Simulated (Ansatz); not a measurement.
## NiSi2 (space group Fm-3m, No. 225; non-magnetic)

```cif
data_NiSi2
_chemical_formula_sum 'Ni1 Si2'
_space_group_name_H-M_alt 'P 1'
_space_group_IT_number 1
_cell_length_a 3.81122
_cell_length_b 3.81122
_cell_length_c 3.81122
_cell_angle_alpha 60.000
_cell_angle_beta 60.000
_cell_angle_gamma 60.000
loop_
_space_group_symop_operation_xyz
  'x, y, z'
loop_
_atom_site_label
_atom_site_type_symbol
_atom_site_fract_x
_atom_site_fract_y
_atom_site_fract_z
_atom_site_occupancy
Ni1 Ni 0.00000 0.00000 0.00000 1
Si1 Si 0.25000 0.25000 0.25000 1
Si2 Si 0.75000 0.75000 0.75000 1
```

Level of theory: PBEsol in Ansatz (plane waves to 420 eV, PAW, without spin-orbit coupling). Γ-centred 15×15×15 mesh, Fermi–Dirac width 0.05 eV.

| Property | Value |
|---|---|
| Volume per atom | 13.05 Å³ |
| Density | 4.87 g/cm³ |
| Band gap | zero |
| Total energy | -2349.773 eV/atom (σ→0; compares only within this code and set-up) |

Stability against distortions was not tested. Seeded moments were not kept for the base. All final runs are without spin polarisation.

Ansatz is a first-principles code.
